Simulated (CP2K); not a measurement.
Band structure of NiSi₂ (Fm-3m, 3 atoms in the cell).

```
NiSi2
1.0
    3.77457     0.00000     0.00000
    1.88729     3.26887     0.00000
    1.88729     1.08962     3.08192
Si Ni
2 1
Cartesian
  1.88729   1.08962   0.77048
  5.66186   3.26887   2.31144
  0.00000   0.00000   0.00000
```

Computed with CP2K with PBE, GPW, DZVP-MOLOPT-SR-GTH basis, GTH-PBE potentials (GTH_POTENTIALS).

Settings: CUTOFF = 600 Ry; REL_CUTOFF = 40 Ry; SMEAR/METHOD = GAUSSIAN; SIGMA = 0.136 eV; KPOINTS/SCHEME = MONKHORST-PACK 9 9 9; XC_FUNCTIONAL = PBE; Si/BASIS_SET = DZVP-MOLOPT-SR-GTH-q4; Si/POTENTIAL = GTH-PBE-q4; Ni/BASIS_SET = DZVP-MOLOPT-SR-GTH-q18; Ni/POTENTIAL = GTH-PBE-q18; METHOD = GPW; EPS_DEFAULT = 1e-11; EXTRAPOLATION = USE_GUESS; NGRIDS = 5.

The starting cell has typed, rounded lattice constants, without a prior relaxation at this level. Its lattice was rescaled by a random factor within 2.5 % of one. Spin polarisation is off. Values carry the incompleteness of an atom-centred basis.

Levels in eV from the Fermi level, bands 10 to 15:
| point | 10 | 11 | 12 | 13 | 14 | 15 |
|---|---|---|---|---|---|---|
| Γ | -3.73 | -0.13 | 1.76 | 1.76 | 1.76 | 2.18 |
| X | -3.80 | -3.80 | -3.64 | -3.25 | -0.38 | 1.28 |
| W | -3.95 | -3.80 | -3.34 | -2.56 | 2.27 | 2.27 |
| K | -4.01 | -3.61 | -3.08 | -2.78 | 0.20 | 3.68 |
| L | -3.51 | -3.51 | -1.64 | -1.64 | 1.80 | 1.80 |
| U | -4.01 | -3.61 | -3.08 | -2.78 | 0.20 | 3.68 |

Bands cross the Fermi level along this path, so the cell is metallic at this level.

Higher empty bands are left out: an atom-centred basis made for the valence describes them poorly.
